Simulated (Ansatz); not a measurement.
System: AlB2-type ZrB2. Method: LDA (PAW; Ansatz, a first-principles code).

Run with plane-wave cutoff 520 eV, 18×18×12 k mesh (along the axes of the cell as run), Fermi–Dirac smearing 0.1 eV, perturbation theory, force constants from a 6×6×4 q mesh, scalar-relativistic PAW data made under PBE.

Computed at the level's own relaxed cell. Harmonic vibrational thermodynamics at fixed volume:

```json
[
 {"T (K)": "0", "S_vib (J/K per mol of atoms)": "0.00", "C_V (J/K per mol of atoms)": "0.00", "F_vib (eV/atom)": "0.0924"},
 {"T (K)": "100", "S_vib (J/K per mol of atoms)": "1.52", "C_V (J/K per mol of atoms)": "3.83", "F_vib (eV/atom)": "0.0920"},
 {"T (K)": "300", "S_vib (J/K per mol of atoms)": "11.65", "C_V (J/K per mol of atoms)": "15.75", "F_vib (eV/atom)": "0.0788"},
 {"T (K)": "400", "S_vib (J/K per mol of atoms)": "16.64", "C_V (J/K per mol of atoms)": "18.86", "F_vib (eV/atom)": "0.0641"},
 {"T (K)": "500", "S_vib (J/K per mol of atoms)": "21.07", "C_V (J/K per mol of atoms)": "20.71", "F_vib (eV/atom)": "0.0445"},
 {"T (K)": "600", "S_vib (J/K per mol of atoms)": "24.96", "C_V (J/K per mol of atoms)": "21.86", "F_vib (eV/atom)": "0.0206"},
 {"T (K)": "900", "S_vib (J/K per mol of atoms)": "34.19", "C_V (J/K per mol of atoms)": "23.48", "F_vib (eV/atom)": "-0.0721"}
]
```

The crystal is taken as a harmonic solid at every temperature: melting, phase changes and thermal expansion are not seen, nor the electrons' share in a metal.
